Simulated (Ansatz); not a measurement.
The starting structures come from a database of crystals and need not be the phases stable at ambient conditions.

 Where the default PAW files enter, the runs use the earlier of Ansatz's two default sets.

Inside the gap of an insulator the Bloch states are evanescent, with a wavenumber k + iκ along the transport direction.

Given:

```yaml
crystal:
  lattice:
    - [5.96987, 0.00000, 0.00000]
    - [0.00000, 8.44267, 0.00000]
    - [2.98493, 4.22133, 2.98493]
  atoms:
    - { symbol: Rb, position: [0.50000, 0.75000, 0.00000] }
    - { symbol: Rb, position: [0.50000, 0.25000, 0.00000] }
    - { symbol: Ge, position: [0.00000, 0.00000, 0.00000] }
    - { symbol: F, position: [0.00000, 0.21455, 0.00000] }
    - { symbol: F, position: [0.00000, 0.78545, 0.00000] }
    - { symbol: F, position: [0.00000, 0.21455, 0.57090] }
    - { symbol: F, position: [0.00000, 0.78545, 0.42910] }
    - { symbol: F, position: [0.42910, 0.21455, 0.57090] }
    - { symbol: F, position: [0.57090, 0.78545, 0.42910] }
```

Space group of this cell: Fm-3m. The cell is taken as given.

Transport runs along the normal of the first two printed cell vectors, the (110) plane of the conventional cell.

No gap correction and no spin-orbit coupling; mid-gap values are interpolated between computed energies.

Predict the band gap and the smallest decay constant κ at mid-gap from r2SCAN (Ansatz, a quantum-chemistry and plane-wave program).

Gap 7.31 eV on a 10×10×10 mesh; κ = 0.559 1/Å, at the zone centre.
